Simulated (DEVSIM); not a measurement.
Structure: Si n-p junction from an implanted or diffused profile, at 400 K.

```csv
layer (left to right),material,thickness (μm),Na (cm⁻³),τn (s),τp (s)
1,Si,7.40,7.5e15,3e-7,3e-7
```

Added donor profile: 1.7e18 cm⁻³ × exp(−(x − 0 μm)²/(2·(0.11 μm)²)). Left contact: ohmic. Right contact: ohmic. Voltage is applied to the left contact. Recombination: SRH at mid-gap, radiative, Auger. Mobility is constant in doping.

The device is made up for the run: typed textbook-type constants, with dimensions and the other settings drawn at random. Values at 300 K; Nc and Nv go as T^1.5, mobilities as T to minus their exponent, the gap by Varshni's rule with the affinity fixed.

| parameter | Si |
|---|---|
| gap (eV) | 1.124 |
| affinity (eV) | 4.05 |
| permittivity | 11.7 |
| Nc (cm⁻³) | 2.86e19 |
| Nv (cm⁻³) | 3.1e19 |
| μn (cm²/Vs) | 1417 |
| μp (cm²/Vs) | 470 |
| T exponent of μn | 2.3 |
| T exponent of μp | 2.2 |
| B (cm³/s) | 4.7e-15 |
| Cn (cm⁶/s) | 2.8e-31 |
| Cp (cm⁶/s) | 9.9e-32 |
| Varshni α (eV/K) | 0.000473 |
| Varshni β (K) | 636 |

Simulated with DEVSIM: 1D drift-diffusion, Boltzmann statistics, complete ionisation; no tunnelling, impact ionisation, image-force lowering or self-heating.

The temperature was swept, all else fixed.

```csv
temperature (K),dark forward voltage at 1 A/cm² (V),dark forward voltage at 100 A/cm² (V),potential step across the device at zero bias (V)
250,0.695,0.806,0.908
300,0.586,0.723,0.836
350,0.475,0.637,0.760
400,0.362,0.550,0.682
450,(withheld),(withheld),0.602
500,0.134,0.375,0.519
```

**Question.** Some entries are withheld; supply them.

**Answer.** 
- 450, dark forward voltage at 1 A/cm² (V): 0.248
- 450, dark forward voltage at 100 A/cm² (V): 0.463
